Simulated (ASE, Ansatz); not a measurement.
A thermal frame of composition Li3Al, cell Li48Al16, held well above this temperature first [in the CHGNet run: it was liquid; mean temperature 930 K (target 860 K); density 0.96 g/cm³, volume +9 % from the start cell's], from MD with the machine-learned potential CHGNet 0.3.0 in ASE at 860 K. All values below come from LDA (plane waves, PAW; Ansatz, a program for electronic structure).

```yaml
plane_wave_cutoff: 420 eV
k-points: one point, (1/4, 1/4, 1/4)
Fermi-Dirac width: 0.086 eV
spin: not polarised; no spin-orbit coupling
```

A check of the k-sampling: on the last frame of the same run a denser mesh moved the PBE forces by 0.042 eV/Å rms, the static pressure by -0.01 GPa and the free energy by -2 meV/atom.

```yaml
crystal:
  lattice:
    - [10.97452, 0.00000, 0.00000]
    - [0.00000, 10.97452, 0.00000]
    - [0.00000, 0.00000, 10.97452]
  atoms:
    - { symbol: Li, position: [0.75276, 0.99784, 0.46460] }
    - { symbol: Li, position: [0.54316, 0.59326, 0.59039] }
    - { symbol: Li, position: [0.54979, 0.48981, 0.02657] }
    - { symbol: Li, position: [0.80551, 0.43849, 0.14370] }
    - { symbol: Li, position: [0.00342, 0.36504, 0.47310] }
    - { symbol: Li, position: [0.43345, 0.66276, 0.15422] }
    - { symbol: Li, position: [0.12569, 0.58409, 0.82780] }
    - { symbol: Li, position: [0.13477, 0.14234, 0.08280] }
    - { symbol: Li, position: [0.34057, 0.21113, 0.66365] }
    - { symbol: Li, position: [0.90952, 0.66350, 0.95935] }
    - { symbol: Li, position: [0.25318, 0.26334, 0.92117] }
    - { symbol: Li, position: [0.88772, 0.20965, 0.55197] }
    - { symbol: Li, position: [0.52870, 0.28873, 0.08734] }
    - { symbol: Li, position: [0.61681, 0.53601, 0.29366] }
    - { symbol: Li, position: [0.17935, 0.39190, 0.70853] }
    - { symbol: Li, position: [0.46034, 0.78386, 0.45396] }
    - { symbol: Li, position: [0.18639, 0.90208, 0.29013] }
    - { symbol: Li, position: [0.45941, 0.03263, 0.41812] }
    - { symbol: Li, position: [0.46143, 0.95969, 0.06794] }
    - { symbol: Li, position: [0.85248, 0.77015, 0.74782] }
    - { symbol: Li, position: [0.92099, 0.02507, 0.75665] }
    - { symbol: Li, position: [0.08151, 0.03409, 0.51779] }
    - { symbol: Li, position: [0.16415, 0.63448, 0.20820] }
    - { symbol: Li, position: [0.94803, 0.96199, 0.98103] }
    - { symbol: Li, position: [0.46484, 0.59060, 0.81798] }
    - { symbol: Li, position: [0.01060, 0.14326, 0.29630] }
    - { symbol: Li, position: [0.72961, 0.18284, 0.80992] }
    - { symbol: Li, position: [0.02438, 0.40155, 0.94128] }
    - { symbol: Li, position: [0.38519, 0.42591, 0.55499] }
    - { symbol: Li, position: [0.08773, 0.41765, 0.18987] }
    - { symbol: Li, position: [0.31461, 0.21362, 0.15991] }
    - { symbol: Li, position: [0.12611, 0.72047, 0.45764] }
    - { symbol: Li, position: [0.07593, 0.20346, 0.80621] }
    - { symbol: Li, position: [0.22154, 0.89684, 0.58448] }
    - { symbol: Li, position: [0.39085, 0.85058, 0.74166] }
    - { symbol: Li, position: [0.24304, 0.19425, 0.45221] }
    - { symbol: Li, position: [0.86523, 0.91977, 0.23518] }
    - { symbol: Li, position: [0.79143, 0.28554, 0.33672] }
    - { symbol: Li, position: [0.67385, 0.05607, 0.15722] }
    - { symbol: Li, position: [0.92188, 0.64350, 0.33881] }
    - { symbol: Li, position: [0.65737, 0.96134, 0.90533] }
    - { symbol: Li, position: [0.64393, 0.31182, 0.66528] }
    - { symbol: Li, position: [0.97178, 0.60811, 0.62447] }
    - { symbol: Li, position: [0.63097, 0.81234, 0.24814] }
    - { symbol: Li, position: [0.53233, 0.36423, 0.41262] }
    - { symbol: Li, position: [0.21784, 0.85236, 0.02373] }
    - { symbol: Li, position: [0.54069, 0.09885, 0.66959] }
    - { symbol: Li, position: [0.87341, 0.19388, 0.04854] }
    - { symbol: Al, position: [0.88138, 0.37584, 0.73360] }
    - { symbol: Al, position: [0.07287, 0.82944, 0.75769] }
    - { symbol: Al, position: [0.38091, 0.59753, 0.40189] }
    - { symbol: Al, position: [0.23546, 0.02004, 0.80325] }
    - { symbol: Al, position: [0.63853, 0.83896, 0.64406] }
    - { symbol: Al, position: [0.29444, 0.45659, 0.00523] }
    - { symbol: Al, position: [0.73913, 0.71673, 0.47836] }
    - { symbol: Al, position: [0.20794, 0.46423, 0.46085] }
    - { symbol: Al, position: [0.74154, 0.36960, 0.92750] }
    - { symbol: Al, position: [0.27207, 0.62380, 0.64311] }
    - { symbol: Al, position: [0.72185, 0.56671, 0.75704] }
    - { symbol: Al, position: [0.76230, 0.47192, 0.49326] }
    - { symbol: Al, position: [0.34312, 0.42165, 0.24397] }
    - { symbol: Al, position: [0.94619, 0.86458, 0.52300] }
    - { symbol: Al, position: [0.43773, 0.11316, 0.90847] }
    - { symbol: Al, position: [0.49424, 0.33522, 0.83730] }
```

Q: Give the forces on all atoms (eV/Å), the static pressure (no kinetic part).

A: 
| atom | Fx Fy Fz |
|---|---|
| Li1 | -0.249 0.033 -0.039 |
| Li2 | 0.240 0.105 -0.152 |
| Li3 | 0.206 0.509 -0.037 |
| Li4 | 0.155 0.211 0.115 |
| Li5 | 0.019 0.439 -0.070 |
| Li6 | -0.481 0.097 0.102 |
| Li7 | 0.163 0.304 0.328 |
| Li8 | -0.580 -0.587 -0.475 |
| Li9 | -0.047 -0.213 0.453 |
| Li10 | -0.170 -0.105 0.191 |
| Li11 | 0.369 -0.572 -0.511 |
| Li12 | -0.402 -0.524 0.386 |
| Li13 | 0.154 -0.409 0.142 |
| Li14 | 0.006 0.444 0.248 |
| Li15 | -0.111 0.202 -0.323 |
| Li16 | 0.535 0.961 0.423 |
| Li17 | 0.075 0.279 0.075 |
| Li18 | 0.027 0.241 -0.177 |
| Li19 | -0.319 -0.474 0.604 |
| Li20 | -0.478 0.393 -0.218 |
| Li21 | -0.213 -0.053 -0.607 |
| Li22 | -0.118 0.851 0.220 |
| Li23 | 0.379 0.010 -0.026 |
| Li24 | 0.188 -0.230 0.107 |
| Li25 | -0.268 -0.005 0.069 |
| Li26 | -0.154 -0.026 0.080 |
| Li27 | 0.296 -0.715 0.321 |
| Li28 | -0.142 -0.171 0.347 |
| Li29 | 0.999 -0.556 1.325 |
| Li30 | 0.026 -0.572 0.230 |
| Li31 | 0.517 -0.410 0.271 |
| Li32 | 0.305 -0.333 0.024 |
| Li33 | -0.768 -0.123 -0.372 |
| Li34 | 0.564 -0.159 -0.195 |
| Li35 | 0.385 -0.150 0.209 |
| Li36 | 0.014 0.584 -0.517 |
| Li37 | 0.475 -0.222 0.277 |
| Li38 | -0.262 -0.276 -0.152 |
| Li39 | -0.090 0.388 0.004 |
| Li40 | -0.164 -0.214 -0.037 |
| Li41 | 0.049 -0.382 -0.199 |
| Li42 | 0.157 1.010 -0.813 |
| Li43 | 0.013 -0.251 -0.183 |
| Li44 | 0.013 -0.156 0.110 |
| Li45 | 0.159 -0.711 -0.261 |
| Li46 | -0.117 -0.036 -0.401 |
| Li47 | -0.073 -0.686 -0.024 |
| Li48 | 0.011 0.072 0.016 |
| Al49 | 0.404 0.101 -0.523 |
| Al50 | 0.576 0.006 -0.143 |
| Al51 | -0.087 -0.073 -0.727 |
| Al52 | -0.454 0.383 0.309 |
| Al53 | -0.244 0.240 0.594 |
| Al54 | 0.222 0.757 0.372 |
| Al55 | 0.445 -0.001 -0.238 |
| Al56 | -1.633 0.044 -0.825 |
| Al57 | -0.444 0.762 -0.027 |
| Al58 | 0.356 0.281 -0.563 |
| Al59 | -0.119 -0.392 -0.107 |
| Al60 | 0.147 0.026 0.634 |
| Al61 | 0.275 0.634 0.181 |
| Al62 | -0.470 -0.732 0.252 |
| Al63 | 0.043 -0.061 -0.223 |
| Al64 | -0.313 0.211 0.144 |
- static pressure (no kinetic part): -1.55 GPa
